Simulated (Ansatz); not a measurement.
The starting structures come from a database of crystals and need not be the phases stable at ambient conditions.

Tunnelling through a barrier is set by its complex band structure: the current falls as exp(−2κd) with the smallest κ.

Data:

```xyz
8
Lattice="5.5176 0.0000 0.0000 0.0000 5.5176 0.0000 0.0000 0.0000 3.2588" Properties=species:S:1:pos:R:3 pbc="T T T"
Zn     4.5135     4.5135     1.6294
Zn     1.0040     1.0040     1.6294
Zn     3.7628     1.7548     0.0000
Zn     1.7548     3.7628     0.0000
O      1.0083     4.5092     1.6294
O      4.5092     1.0083     1.6294
O      3.7671     3.7671     0.0000
O      1.7504     1.7504     0.0000
```

Space group of this cell: P4_2/mnm. The cell is taken as given; by r2SCAN its mean pressure is -0.7 GPa.

Transport runs along the normal of the first two printed cell vectors, the (001) plane of the conventional cell.

The gap is the functional's own, uncorrected, and κ follows it; spin-orbit coupling is left out. Mid-gap values are interpolated between the computed energies.

**Question.** Predict the band gap and the smallest decay constant κ at mid-gap from r2SCAN (Ansatz, a first-principles code).

**Answer.** Gap 1.21 eV on a 6×6×10 mesh; κ = 0.123 1/Å, at the zone centre.
